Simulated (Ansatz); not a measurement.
Take HfO$_{2}$ in the fluorite structure (space group Fm-3m, No. 225) as the base.

HfO2 is taken in the cubic space group Fm-3m (No. 225), the fluorite structure, Pearson symbol cF12. Conventional cell: a = b = c = 5.098 Å, α = β = γ = 90.00°. Hf on 4a is coordinated by 8 O at 2.207 Å (cubic). O on 8c sees 4 Hf at 2.207 Å (tetrahedral). (Neighbours: up to the widest gap in distance over summed covalent radii, below 1.35, at either atom; cation-cation and far metal-metal contacts left out.)
(The calculation used a cell of 3 atoms; values per cell refer to that cell.)

The values are results of DFT with PBE, PAW potentials and a 420 eV plane-wave cutoff in Ansatz (a program for electronic structure), no SOC, not measurements.

One change was made to it. Results:

| quantity | base | after |
|---|---|---|
| lattice parameter a | 5.098 Å | 5.040 Å |
| width of the top valence band | 1.82 eV | 1.86 eV |
| electron mass | 1.2 mₑ along k, 0.74 mₑ across (at X) | 1.2 mₑ along k, 0.72 mₑ across (at X) |

Q: What was done to the base?
A. pressure 9 GPa
B. pressure −1 GPa
C. pressure 0.9 GPa

A: A, pressure 9 GPa. For comparison, the electron mass in the other runs: pressure −1 GPa gives 1.2 mₑ along k, 0.74 mₑ across (at X); pressure 0.9 GPa gives 1.2 mₑ along k, 0.74 mₑ across (at X).

With Hf present, leaving out spin-orbit coupling can change the band edges. Load acts through the strain it causes; cell and atoms are relaxed under it. Masses are band curvatures over ±0.01 Å⁻¹ around the edge. Along k means along the line from Γ to the band edge. No phonon test of stability was made. No other phases were tried under pressure. This is not the structure that HfO2 has at room temperature and ambient pressure.
